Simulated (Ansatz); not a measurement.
An Ansatz (a quantum-chemistry and plane-wave program) run: Cu; PBE (Ansatz), no SOC.

Input:

Ansatz 0.2 input:
```yaml
crystal:
  lattice:
    - [0, 1.8148472379, 1.8148472379]
    - [1.8148472379, 0, 1.8148472379]
    - [1.8148472379, 1.8148472379, 0]
  atoms:
    - { symbol: Cu, position: [0, 0, 0] }
basis: { ecutwfc: 420, ecutrho_ratio: 4, xc_grid: 2, fft_grid_basis: typed }
kpoints: { mp_grid: { grid: [22, 22, 22] } }
hamiltonian:
  xc: pbe
  dispersion: none
  pseudopotentials: { kind: paw }
scf: { occupations: { method: fermi_dirac, width: 0.05 }, convergence: { dr2_threshold: 0.0000000001 } }
output: { forces: true, stress: true }
checkpoint: { write: state.ck, write_every: 1000 }
```

Output (explanatory and most iteration lines left out):

```
Pseudopotential: Cu, paw, valence charge 19
Crystal: 1 atoms, lattice volume = 11.955 Å³
Basis set: ecut = 420 eV, 259 PW (Γ), exchange–correlation on 36×36×36 points (8 copies of the dense FFT grid, shifted against one another)
Bands: 14, of which v1, the nominal top of the filled ones, is band 10 counted from 1 (9 counted from 0)
Symmetry: 48 space group operations
Space group: Fm-3m (ITA 225), of the structure as read, at distance tolerance 2.3e-5 Å
k-points: 328 of 10648
Functional: x = pbe(κ = 0.804, μ = 0.2195149727645171), c = pbe(β = 0.06672455060314922)
SCF iter   1: F=—  HF=-6625.176402 eV  |F-HF|=—  |Δ(HF+E_count)|=         —  Δρ=8.29e-4  dr2=2.91e-5  ethr=1.77e-3  ⟨swp⟩=5.7  Hψ=23220  notcnv=0
SCF iter   2: F=—  HF=-6625.176528 eV  |F-HF|=—  |Δ(HF+E_count)|=   1.25e-4  Δρ=3.74e-4  dr2=4.44e-6  ethr=1.53e-7  ⟨swp⟩=2.7  Hψ=11269  notcnv=0
SCF 1 converged in 6 iterations: F = -6625.176540 eV  dr2 = 1.22e-12
SCF converged after 6 iterations
Free energy (F): -6625.176540 eV
Internal energy: -6625.174447 eV  (E = F + TS)
E sigma→0 (E₀):  -6625.175494 eV
Entropy (-TS):   -0.002093 eV (-2.093 meV/atom)
Fermi energy:    16.505261 eV
--- Forces (eV/Å), atoms counted from 1 ---
  atom   1  Cu    -0.00000000     0.00000000    -0.00000000
--- Stress (GPa, compression-positive) ---
       -0.001622       0.000000       0.000000
        0.000000      -0.001622      -0.000000
        0.000000       0.000000      -0.001622
  P = ⅓ Tr σ = -0.0016 GPa (-0.016 kbar)
```

Stability against distortions was not tested. The final runs are not spin-polarised. The cell is Cu in the fcc (Cu type) structure (space group Fm-3m, No. 225).
